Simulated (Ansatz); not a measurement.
For Sc (Fm-3m, No. 225, 1 atom in the cell; start mp-36; another form than the element's usual one), PBEsol (Ansatz, an electronic-structure program, PAW) gives:

| Property | Value |
|---|---|
| lattice parameter a | 4.553 Å |
| bulk modulus | 53.8 GPa |
| cohesive energy | 4.49 eV/atom |

Q: What does r²SCAN (PAW; Ansatz) give for the same quantities?

A: 
- lattice constant a: 4.648 Å (rises by 2.1 %)
- bulk modulus: 52.4 GPa (shrinks by 2.6 %)
- cohesive energy: 3.93 eV/atom (shrinks by 0.56 eV/atom)

Changes are worked out from the printed values.

Unless a cell is named, each level is at its own relaxed cell (PBEsol 23.60, r²SCAN 25.11 Å³/atom).

The crystal itself was run without spin with PBEsol, r²SCAN; a magnetic state was not tried in these runs.

Caveats: the bulk modulus is −V dP/dV from two relaxed cells at ±2 % in volume (PBEsol, r²SCAN); the relaxation could not lower the start's symmetry, so the cell can be a saddle point above a distorted one (PBEsol, r²SCAN). Ansatz's density-functional and Hartree–Fock values are scalar-relativistic unless marked +SOC, with PAW data made under PBE.

A start named mp-… is a Materials Project structure, which need not be a measured phase.
